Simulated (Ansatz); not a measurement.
AlB2-type ZrB₂, treated with PBE (Ansatz, an electronic-structure program, PAW).

Numerical settings: plane-wave cutoff 520 eV, 24×24×16 k mesh (along the axes of the cell as run), Fermi–Dirac smearing 0.05 eV, scalar-relativistic PAW data made under PBE.

Shape and atoms are relaxed at each volume.

Pressure at four volumes; x = ln(V/10.282 Å³). One pressure is withheld.

```json
[
 {"V (Å³/atom)": "9.871", "x": "-0.0408", "P (GPa)": "?"},
 {"V (Å³/atom)": "10.076", "x": "-0.0202", "P (GPa)": "5.00"},
 {"V (Å³/atom)": "10.282", "x": "0.0000", "P (GPa)": "0.00"},
 {"V (Å³/atom)": "10.693", "x": "0.0392", "P (GPa)": "-8.64"}
]
```

### Question
Pass a parabola P(x) through the three rows shown, estimate the bulk modulus and its pressure derivative near zero pressure, and predict the withheld pressure.

### Answer
Slopes between the rows: (0.00 − (5.00))/(0.0000 − (-0.0202)) = -247.52 and (-8.64 − (0.00))/(0.0392 − (0.0000)) = -220.41 GPa. Their difference over the span 0.0594 is c = 27.11/0.0594 = 456.4 GPa, so P(x) = 5.00 + (-247.52)(x − (-0.0202)) + 456.4 (x − (-0.0202))(x − (0.0000)). At the middle row B = −dP/dx = −[-247.52 + 456.4 × 0.0202] = 238.3 GPa, and B′ = dB/dP = 2c/B = 3.8. At x = -0.0408 the parabola gives 10.48 GPa; the run gives 10.53 GPa. The Birch–Murnaghan fit to the energies at all volumes has B0 = 238 GPa and B′ = 4.0.
